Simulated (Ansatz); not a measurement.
# CdSe under a change: uniaxial strain ε_xx = −0.60 %

Start from CdSe in the wurtzite structure (space group P6_3mc, No. 186; a = 4.248 Å, c = 6.941 Å). Axes: x lies along a and z along c of the hexagonal cell.

One thing is altered: the cell is compressed by 0.60 % along x with no lateral relaxation, atoms relaxed at fixed cell.

Level of theory: plane-wave PAW DFT at the LDA level (Ansatz, an electronic-structure program, 420 eV), without spin-orbit coupling. k-mesh 9×9×5 (Γ-centred); smearing 0.05 eV (Fermi–Dirac).

* **Volume per atom**: 26.95 Å³ (base 27.11 Å³)
* **Space group**: Cmc2_1 (No. 36) (base P6_3mc (No. 186))
* **Energy relative to the base (free energy F)**: +0.2 meV/atom
* **Band gap**: 0.46 eV (base 0.46 eV)
* **Gap character**: direct at Γ (base direct at Γ)
* **Electron mass**: 0.048 mₑ (at Γ) (base 0.047 mₑ (at Γ))
* **Valence-band top at Γ (three highest levels, from the VBM)**: 0.00, -0.02, -0.09 eV (base 0.00, 0.00, -0.07 eV)
* **Stress (xx, yy, zz, yz, xz, xy; compression positive)**: (0.48, 0.32, 0.25, 0.00, 0.00, 0.00) GPa

Final structure:

```
CdSe
1.0
    4.22206     0.00000     0.00000
   -2.11103     3.67848     0.00000
    0.00000     0.00000     6.94096
Cd Se
2 2
Direct
  0.33315   0.66630   0.00063
  0.66685   0.33370   0.50063
  0.33445   0.66890   0.37537
  0.66555   0.33110   0.87537
```

Effective masses come from finite differences of ±0.01 Å⁻¹. Whether these cells are dynamically stable was not tested. k-point labels follow each cell's own Brillouin zone.
